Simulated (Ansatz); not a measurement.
The parent structure is ZnGeP₂ in the chalcopyrite structure (space group I-42d, No. 122).

```
ZnGeP2
1.0
   -2.71213     2.71213     5.35485
    2.71213    -2.71213     5.35485
    2.71213     2.71213    -5.35485
Zn Ge P
2 2 4
Direct
  0.00000   0.00000   0.00000
  0.75000   0.25000   0.50000
  0.50000   0.50000   0.00000
  0.25000   0.75000   0.50000
  0.87500   0.87334   0.49834
  0.12666   0.62500   0.00166
  0.37500   0.37666   0.50166
  0.62334   0.12500   0.99834
```

Cartesian axes are those of the cell as printed.

Computed with PBEsol (Ansatz, a program for electronic structure; PAW; 420 eV plane waves; without spin-orbit coupling).

Strains are applied to the cell and any free atomic positions relax.

One change was made to it. Results:

```tsv
quantity	base	after
pressure (mean of the normal stresses, compression positive)	0.00 GPa	1.98 GPa
energy relative to the base (free energy F)	0 meV/atom	+4.1 meV/atom
band gap	1.07 eV	0.93 eV
```

Q: Name the change that was made.
(A) uniaxial strain ε_xx = −0.75 %
(B) uniaxial strain ε_xx = −3.00 %
(C) uniaxial strain ε_xx = −2.25 %
(D) uniaxial strain ε_xx = −1.50 %

A: C, uniaxial strain ε_xx = −2.25 %. For comparison, the band gap in the other runs: uniaxial strain ε_xx = −3.00 % gives 0.85 eV; uniaxial strain ε_xx = −0.75 % gives 1.04 eV; uniaxial strain ε_xx = −1.50 % gives 1.00 eV.

Stability against distortions was not tested.
